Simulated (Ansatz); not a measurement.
AlPt (space group P2_13, No. 198; a cell from a computed database, its experimental status unchecked)

```
CELL_PARAMETERS angstrom
      4.86836     0.00000     0.00000
      0.00000     4.86836     0.00000
      0.00000     0.00000     4.86836
ATOMIC_POSITIONS crystal
  Al 0.84413 0.84413 0.84413
  Al 0.65587 0.15587 0.34413
  Al 0.34413 0.65587 0.15587
  Al 0.15587 0.34413 0.65587
  Pt 0.15395 0.15395 0.15395
  Pt 0.34605 0.84605 0.65395
  Pt 0.65395 0.34605 0.84605
  Pt 0.84605 0.65395 0.34605
```

Level of theory: Ansatz (a program for electronic structure) PBEsol, without spin-orbit coupling. Γ-centred 10×10×10 mesh, Fermi–Dirac width 0.05 eV.

```yaml
volume_per_atom: 14.42 Å³
density: 12.78 g/cm³
band_gap: zero
total_energy: -6455.232 eV/atom (σ→0; compares only within this code and set-up)
```

Stability against distortions was not tested. The final runs are not spin-polarised.
